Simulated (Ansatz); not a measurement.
## Electron-phonon data for Y$_{2}$Ni$_{2}$In (Cmmm)

Here is the system:

```
InNi2Y2
1.0
    1.93642    -7.01022     0.00000
    1.93642     7.01022     0.00000
    0.00000     0.00000     3.62981
Y In Ni
2 1 2
Direct
  0.36259   0.63741   0.50000
  0.63741   0.36259   0.50000
  0.00000   0.00000   0.00000
  0.80043   0.19957   0.00000
  0.19957   0.80043   0.00000
```

These are PBEsol, DFPT electron-phonon coupling, linearised Boltzmann equation (plane waves, PAW, scalar-relativistic; Ansatz, a quantum-chemistry and plane-wave program) values and carry that method's errors. Cell: relaxed with this functional, without spin-orbit coupling.

| Quantity | Value |
|---|---|
| resistivity at 300 K | 11.8 (x), 42 (y), 17.4 (z) μΩ·cm |
| electron mean free path at 300 K (weighted by the current that each state carries) | 8.7 (x), 7.5 (y), 8.0 (z) nm |
| density of states at the Fermi level | 1.41 states/(eV·spin·cell) |

A metal at this level (no band gap). Only scattering by harmonic phonons is included (no impurities, grain boundaries, electron-electron scattering or thermal expansion). Spin-orbit coupling is left out. Halving the electron mesh (24x24x24) moves the resistivity by up to 14 % at 300 K, the mean free path by up to 9 %. Smearing 0.20 eV; phonons on a 4x4x4 q mesh, which this run doesn't test.

Computed structure with no diffraction record at hand here (it may be known, metastable or hypothetical): Y2Ni2In (Cmmm). Treated as nonmagnetic (a ferromagnetic start lost its moment, other orders weren't tried): Y2Ni2In (Cmmm).
